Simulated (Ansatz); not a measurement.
# What isotropic strain +3.00 % does to Li2S

Consider Li2S in the anti-fluorite structure (space group Fm-3m, No. 225; a = 5.655 Å).

Perturbation: every lattice vector is stretched by 3.00 %; the atoms relax in the strained cell.

Level of theory: PBEsol, PAW, 420 eV (Ansatz, a quantum-chemistry and plane-wave program; no spin-orbit coupling). k-mesh 10×10×10 (Γ-centred); smearing 0.05 eV (Fermi–Dirac).

The volume per atom grows by 1.40 Å³, from 15.07 Å³ to 16.47 Å³ and the space group stays Fm-3m (No. 225). The energy rises by 15 meV/atom and the pressure goes from zero to -3.14 GPa. The band gap rises by 0.055 eV (3.20 eV → 3.26 eV) and the gap character remains indirect, Γ → X. The smallest direct gap shrinks by 0.43 eV (4.21 eV → 3.78 eV) and the mean gap deformation potential ΔEg/Δln V comes out as +0.6 eV. The width of the top valence band decreases by 0.23 eV (1.86 eV → 1.63 eV) and the electron mass goes from 0.62 mₑ along k, 0.33 mₑ across (at X) to 0.65 mₑ along k, 0.34 mₑ across (at X). The valley order (the lowest conduction-band minima on the path, energy above the VBM, named in the base's zone) goes from X along ⟨100⟩ 3.20 eV; Γ 4.21 eV to X along ⟨100⟩ 3.26 eV; Γ 3.78 eV.

Final structure:

```
CELL_PARAMETERS angstrom
      0.00000     2.91228     2.91228
      2.91228     0.00000     2.91228
      2.91228     2.91228     0.00000
ATOMIC_POSITIONS crystal
  Li 0.25000 0.25000 0.25000
  Li 0.75000 0.75000 0.75000
  S  0.00000 0.00000 0.00000
```

Masses are band curvatures over ±0.01 Å⁻¹ around the edge. Along k means along the line from Γ to the band edge. Stability against distortions was not tested.
